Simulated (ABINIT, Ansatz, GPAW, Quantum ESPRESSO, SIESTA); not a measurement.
# Li₃Mg (Pm-3m, 4 atoms in the cell) computed with different codes at matched settings

Self-consistent single point.

```
CELL_PARAMETERS angstrom
      4.30430     0.00000     0.00000
      0.00000     4.30430     0.00000
      0.00000     0.00000     4.30430
ATOMIC_POSITIONS crystal
  Li 0.50000 0.50000 0.00000
  Li 0.00000 0.50000 0.50000
  Li 0.50000 0.00000 0.50000
  Mg 0.00000 0.00000 0.00000
```

Shared settings, as Ansatz (a quantum-chemistry and plane-wave program) writes them: kpoints.mp_grid.grid = 6 6 6; scf.occupations.method = gaussian; scf.occupations.width = 0.0073 Ry. Potentials and cutoffs stand in the table.

| code | model | pressure (GPa) | cutoff |
|---|---|---|---|
| ABINIT | PBEsol, norm-conserving pseudopotentials (PseudoDojo nc-sr-04 PBEsol standard) | 0.01 | 42 Ha |
| GPAW | PBEsol, GPAW PAW datasets PBEsol (made by gpaw-setup) | 0.04 | 850 eV |
| Ansatz | PBEsol, PAW files made with PBE | 0.00 | 30.9 Ry |
| SIESTA | GGA PBEsol, numerical atomic orbitals DZP, PseudoDojo PBEsol standard norm-conserving potentials (rewritten from UPF to PSML) | 0.26 | grid 300 Ry |
| Quantum ESPRESSO | PBEsol, GBRV 1.5 ultrasoft (PBESOL) pseudopotentials | 0.01 | 40 Ry |

The spread over the programs that give each value: pressure within 0.26 GPa.

SIESTA uses small atom-centred bases, whose incompleteness enters pressures, forces and empty levels differently from a plane-wave cutoff. Ansatz's pressure is given at a fixed set of plane waves, as the other plane-wave codes print theirs.

On the base mesh (10 10 10) the same programs gave: Ansatz pressure 0.06 GPa; Quantum ESPRESSO pressure 0.07 GPa; ABINIT pressure 0.07 GPa; GPAW pressure 0.11 GPa; SIESTA pressure 0.34 GPa.

The starting cell comes from a database of computed structures (which also holds hypothetical and non-ambient phases and stackings), without a prior relaxation at this level. Its lattice was rescaled by a random factor within 2.5 % of one.

Left out of this page: CP2K (on another mesh); FLEUR (not drawn, or without a comparable value).

Keys are those of Ansatz 0.2.
